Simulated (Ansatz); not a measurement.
**Input and output of a self-consistent single point for Ba₃In₂MoO₉ (P-3m1, 15 atoms in the cell) (Ansatz, an electronic-structure program)**

Method of the run: PBEsol, default PAW files made with PBE (plane waves; Ansatz).

The input file:

Ansatz 0.2 input:
```yaml
crystal:
  lattice:
    - [5.957770, 0.000000, 0.000000]
    - [-2.978885, 5.159580, 0.000000]
    - [0.000000, 0.000000, 7.319940]
  atoms:
    - { symbol: Ba, position_ang: [0.000000, 0.000000, 3.659970] }
    - { symbol: Ba, position_ang: [2.978888, 1.719858, 5.978195] }
    - { symbol: Ba, position_ang: [-0.000003, 3.439722, 1.341745] }
    - { symbol: In, position_ang: [2.978888, 1.719858, 2.448081] }
    - { symbol: In, position_ang: [-0.000003, 3.439722, 4.871859] }
    - { symbol: Mo, position_ang: [0.000000, 0.000000, 0.000000] }
    - { symbol: O, position_ang: [1.587001, 4.355975, 6.201453] }
    - { symbol: O, position_ang: [1.391884, 0.803605, 1.118487] }
    - { symbol: O, position_ang: [-1.587001, 4.355975, 6.201453] }
    - { symbol: O, position_ang: [4.565886, 0.803605, 1.118487] }
    - { symbol: O, position_ang: [0.000000, 1.607209, 6.201453] }
    - { symbol: O, position_ang: [2.978885, 3.552371, 1.118487] }
    - { symbol: O, position_ang: [-1.489443, 2.579790, 3.659970] }
    - { symbol: O, position_ang: [1.489443, 2.579790, 3.659970] }
    - { symbol: O, position_ang: [2.978885, 0.000000, 3.659970] }
kpoints:
  mp_grid: { grid: [5, 5, 4] }
hamiltonian:
  xc: pbesol
  pseudopotentials: { kind: paw }
scf:
  occupations: { method: fixed }
output:
  forces: true
  eigenvalues: true
  stress: true
```

Output (repeated stretches shortened):

```
WARN the atoms were moved onto the symmetric positions of the space group found under crystal.symmetry.tolerance 1.0e-5 (fractional …
WARN basis.ecutwfc = 420 eV, the default
WARN ansatz: RAYON_NUM_THREADS=1 ignored (pool sized by the plan → 1); use --threads N
Pseudopotentials: kind: paw
Pseudopotential: Ba, paw, valence charge 10
Pseudopotential: In, paw, valence charge 13
Pseudopotential: Mo, paw, valence charge 14
Pseudopotential: O, paw, valence charge 6
Crystal: 15 atoms, lattice volume = 225.012 Å³
Basis set: ecut = 420 eV, 4345 PW (Γ), exchange–correlation on 80×80×100 points (8 copies of the dense FFT grid, shifted against one another)
Bands: 77, of which v1, the nominal top of the filled ones, is band 62 counted from 1 (61 counted from 0)
Symmetry: 12 space group operations
Space group: P-3m1 (ITA 164), of the structure as read, at distance tolerance 6.1e-5 Å
k-points: 17 of 100
PAW frozen core: Ba, regenerated for the run's functional, and the local potential with it
PAW frozen core: In, regenerated for the run's functional, and the local potential with it
PAW frozen core: Mo, regenerated for the run's functional, and the local potential with it
PAW frozen core: O, regenerated for the run's functional, and the local potential with it
Initial density: superposition of atomic densities (neutral atoms: chi_scale 0, normalization atom), corrected by the library's trained network
Initial wavefunctions: pseudopotential atomic-orbital guess
Eigensolver: davidson
Functional: x = pbesol(κ = 0.804, μ = 0.12345679012345678), c = pbesol(β = 0.046)
SCF iter   1: F=—  HF=-38595.718987 eV  |F-HF|=—  |Δ(HF+E_count)|=         —  Δρ=1.56e-2  dr2=4.69e-1  ethr=1.77e-3  ⟨swp⟩=4.9  Hψ=4420  notcnv=0  defer=209
all-band conjugate gradients solve this SCF's bands
preconditioner: auto → Resta (q_TF=auto, 2.470 Å⁻¹)
SCF iter   2: F=—  HF=-38595.614826 eV  |F-HF|=—  |Δ(HF+E_count)|=   1.04e-1  Δρ=5.20e-3  dr2=7.86e-2  ethr=3.78e-4  ⟨swp⟩=2.2  Hψ=2423  notcnv=0  defer=205
SCF iter   3: F=—  HF=-38595.603556 eV  |F-HF|=—  |Δ(HF+E_count)|=   1.13e-2  Δρ=1.72e-3  dr2=7.54e-3  ethr=6.34e-5  ⟨swp⟩=2.6  Hψ=2134  notcnv=0  defer=216
SCF iter   4: F=—  HF=-38595.602597 eV  |F-HF|=—  |Δ(HF+E_count)|=   9.60e-4  Δρ=8.61e-4  dr2=1.48e-3  ethr=6.08e-6  ⟨swp⟩=2.0  Hψ=1719  notcnv=0  defer=217
SCF iter   5: F=—  HF=-38595.602571 eV  |F-HF|=—  |Δ(HF+E_count)|=   2.60e-5  Δρ=3.84e-4  dr2=3.88e-4  ethr=1.19e-6  ⟨swp⟩=2.1  Hψ=1961  notcnv=0  defer=206
SCF iter   6: F=—  HF=-38595.602528 eV  |F-HF|=—  |Δ(HF+E_count)|=   4.25e-5  Δρ=8.81e-5  dr2=1.78e-5  ethr=3.13e-7  ⟨swp⟩=2.0  Hψ=1892  notcnv=0  defer=183
SCF iter   7: F=—  HF=-38595.602535 eV  |F-HF|=—  |Δ(HF+E_count)|=   7.02e-6  Δρ=2.49e-5  dr2=1.64e-6  ethr=1.43e-8  ⟨swp⟩=2.0  Hψ=2096  notcnv=0  defer=182
SCF iter   8: F=-38595.602536 eV  HF=-38595.602536 eV  |F-HF|=5.46e-9  |Δ(HF+E_count)|=   5.02e-7  Δρ=4.09e-6  dr2=4.64e-8  ethr=8.06e-11  ⟨swp⟩=15.5  Hψ=9021  notcnv=0
SCF 1 converged in 8 iterations: F = -38595.602536 eV  dr2 = 4.64e-8
SCF converged after 8 iterations
Free energy (F): -38595.602536 eV
Harris-Foulkes:  -38595.602536 eV  (|F-HF|=5.46e-9)
Internal energy: -38595.602536 eV  (E = F + TS)
E sigma→0 (E₀):  -38595.602536 eV
Fermi energy:    9.348807 eV
--- Per-component energies (eV) ---
  E_band       = -207.631156
  E_kinetic    = 2995.886782
  E_local      = -7419.449410  (includes V_loc(G=0)·N_el)
  E_nonlocal   = 1492.544970
  E_hartree    = 2795.470868
  E_xc         = -1762.581697
  E_vxc        = -1673.282268  (∫ρ·V_xc dr)
  E_paw        = -28111.067948  (= ΣΔE_a)
  E_vpaw       = -1194.295721  (= ΣTr[D̂ρ^β])
  E_aug_tail   = 0.021635  (compensation charges beyond the density's cutoff)
  E_ewald      = -8587.880730
  E_core_change = 1.452995  (= ΣΔE_core)
  E_smearing   = -0.000000  (= −TS)
  E_closure    = -0.000000  (closes the sum)
  Σ components = -38595.602536   (vs F -38595.602536, Δ=0.00e0)
--- Forces (eV/Å), atoms counted from 1 ---
  atom   1  Ba     0.00000000     0.00000000     0.00000000
  atom   2  Ba    -0.00000000    -0.00000000    -0.15394634
  atom   3  Ba     0.00000000     0.00000000     0.15394634
  atom   4  In     0.00000000     0.00000000     0.10969377
  atom   5  In     0.00000000    -0.00000000    -0.10969377
  atom   6  Mo     0.00000000     0.00000000     0.00000000
  atom   7  O      0.42299754     0.24421775     0.35115531
  atom   8  O     -0.42299754    -0.24421775    -0.35115531
  atom   9  O     -0.42299754     0.24421775     0.35115531
  atom  10  O      0.42299754    -0.24421775    -0.35115531
  atom  11  O      0.00000000    -0.48843549     0.35115531
  atom  12  O     -0.00000000     0.48843549    -0.35115531
  atom  13  O      0.00000000     0.00000000     0.00000000
  atom  14  O      0.00000000     0.00000000     0.00000000
  atom  15  O      0.00000000     0.00000000     0.00000000
  max |Σ_I F_I| component: 2.22e-16 eV/Å
--- Stress (GPa, compression-positive) ---
       -6.999758       0.000000      -0.000000
        0.000000      -6.999758       0.000000
       -0.000000       0.000000      -7.698996
  P = ⅓ Tr σ = -7.2328 GPa (-72.328 kbar)
  The stress holds the Pulay correction. Without it, at fixed plane waves, as pw.x and ABINIT print it: P = -7.7918 GPa
--- Band table (eV; the first three rows and the last of 17) ---
  k-point 0: bands = ["-52.9974", "-27.0887", "-27.0735", "-27.0735", "-16.2134", "-16.1496", "-15.9822", "-8.0985", "-7.6575", "-7.6575", "-7.3368", "-7.1992", "-7.1992", "-7.0283", "-6.8098", "-6.8098", "-3.2673", "-3.2673", "-3.2233", "-3.2233", [...]
  k-point 1: bands = ["-52.9974", "-27.0887", "-27.0735", "-27.0735", "-16.2061", "-16.1572", "-15.9812", "-8.1125", "-7.6571", "-7.6571", "-7.4052", "-7.2139", "-7.2139", "-6.9310", "-6.7902", "-6.7902", "-3.2919", "-3.2919", "-3.2348", "-3.2348", [...]
  k-point 2: bands = ["-52.9974", "-27.0888", "-27.0735", "-27.0735", "-16.1952", "-16.1684", "-15.9803", "-8.1266", "-7.6568", "-7.6568", "-7.4516", "-7.2275", "-7.2275", "-6.8554", "-6.7717", "-6.7717", "-3.3179", "-3.3179", "-3.2428", "-3.2428", [...]
  k-point 16: bands = ["-52.9974", "-27.0887", "-27.0737", "-27.0736", "-16.1734", "-16.1656", "-15.9894", "-8.1330", "-7.8029", "-7.7107", "-7.4029", "-7.3103", "-7.2036", "-6.8989", "-6.8280", "-6.7891", "-3.3239", "-3.1940", "-3.1755", "-3.1511", [...]
```

The run converged in 8 iterations.

The starting cell comes from a database of computed structures (which also holds hypothetical and non-ambient phases and stackings), without a prior relaxation at this level. With a pressure of about -7 GPa the cell is away from its equilibrium volume at this level. Ansatz's pressure includes its estimate of the finite-basis (Pulay) stress. Without the estimate this run gives -7.79 GPa.
